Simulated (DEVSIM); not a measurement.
Structure: abrupt Si n-p junction, at 250 K.

```
layer (left to right)  material  thickness (μm)  Nd (cm⁻³)  Na (cm⁻³)  τn (s)   τp (s)
---------------------  --------  --------------  ---------  ---------  ------  -------
1                            Si           0.660     1.9e16          -  4.6e-5  0.00046
2                            Si            47.0          -     8.7e17  4.6e-5   4.6e-5
```

Left contact: ohmic. Right contact: ohmic. Voltage is applied to the left contact. Recombination: SRH at mid-gap, radiative. Mobility is μmin + (μ − μmin)/(1 + (N/Nref)^α).

This is a model device: material constants are rounded textbook-type values typed into the input, and sizes, dopings and lifetimes were drawn at random. Values at 300 K; Nc and Nv go as T^1.5, mobilities as T to minus their exponent, the gap by Varshni's rule with the affinity fixed.

| parameter | Si |
|---|---|
| gap (eV) | 1.124 |
| affinity (eV) | 4.05 |
| permittivity | 11.7 |
| Nc (cm⁻³) | 2.86e19 |
| Nv (cm⁻³) | 3.1e19 |
| μn (cm²/Vs) | 1417 |
| μp (cm²/Vs) | 470 |
| μn,min | 52 |
| μp,min | 45 |
| Nref,n | 9.7e16 |
| Nref,p | 2.2e17 |
| αn | 0.68 |
| αp | 0.72 |
| T exponent of μn | 2.3 |
| T exponent of μp | 2.2 |
| B (cm³/s) | 4.7e-15 |
| Varshni α (eV/K) | 0.000473 |
| Varshni β (K) | 636 |

DEVSIM, 1D drift-diffusion, Boltzmann statistics, complete ionisation; no tunnelling, impact ionisation, image-force lowering or self-heating.

Task: Tabulate band edges, carrier densities and field at -0.9 V on the left contact.

Result: Energies count from the Fermi level of the right contact; mesh points crowd at the junctions.

```tsv
x (μm)	Ec (eV)	Ev (eV)	n (cm⁻³)	p (cm⁻³)	field (V/cm)
0.000	1.052	-0.084	1.9e16	< 1e2	-240
0.03145	1.051	-0.085	2.0e16	6.8e14	-230
0.1010	1.050	-0.087	2.1e16	2.1e15	-210
0.2444	1.047	-0.089	2.4e16	4.9e15	-170
0.5188	1.043	-0.093	2.9e16	9.7e15	-100
0.6104	1.047	-0.089	2.4e16	1.4e16	2500
0.6518	1.086	-0.050	3.9e15	8.9e16	24000
0.6881	1.135	-0.001	4.0e14	8.7e17	45
0.7587	1.135	-0.001	4.0e14	8.7e17	-15
0.9250	1.135	-0.002	4.0e14	8.7e17	-15
1.317	1.134	-0.002	4.0e14	8.7e17	-15
2.683	1.132	-0.004	4.0e14	8.7e17	-15
5.456	1.128	-0.008	3.9e14	8.7e17	-15
11.98	1.118	-0.018	3.8e14	8.7e17	-15
32.04	1.088	-0.048	2.7e14	8.7e17	-15
40.76	1.075	-0.061	1.6e14	8.7e17	-15
44.74	1.069	-0.067	7.5e13	8.7e17	-15
46.44	1.067	-0.069	3.3e13	8.7e17	-15
47.28	1.066	-0.071	1.0e13	8.7e17	-15
47.52	1.065	-0.071	4.1e12	8.7e17	-15
47.61	1.065	-0.071	1.4e12	8.7e17	-15
47.66	1.065	-0.071	< 1e2	8.7e17	-15
```
